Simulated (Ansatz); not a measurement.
Formation energy of the bound charge states of V_Al+O_N in wurtzite AlN (start: the Al site; N 1.90 Å away; 96-site cell, 2×2×2 shifted sampling) against the Fermi level, Al-rich (Δμ(Al) = 0.00 eV, Δμ(N) = -2.74 eV, Δμ(O) = -4.96 eV, bounded by corundum; only phases computed here count, gases as isolated molecules at 0 K). The numbers are results of PBE, PAW (plane waves to 420 eV; Ansatz, a program for electronic structure), not measurements.

Set-up: 96-site cell; 2×2×2 shifted k-points; host gap 4.03 eV; charged states image-corrected; corrections pass 1 eV, so highly charged states may be off by several tenths; flagged in the runs: a host whose relaxation on this sampling wasn't shown to rest.

```tsv
E_F − E_VBM (eV)	q = +1	q = 0	q = −1	q = −2
0.00	6.28	6.40	7.52	9.44
0.50	6.79	6.40	7.02	8.43
1.01	7.29	6.40	6.52	7.42
1.51	7.80	6.40	6.01	6.41
2.02	8.30	6.40	5.51	5.40
2.52	8.81	6.40	5.00	4.40
3.03	9.31	6.40	4.50	3.39
3.53	9.81	6.40	4.00	2.38
4.03	10.32	6.40	3.49	1.37
```

Crossings of the lowest lines: (+1/0) at 0.12 eV; (0/−1) at 1.12 eV; (−1/−2) at 1.91 eV.
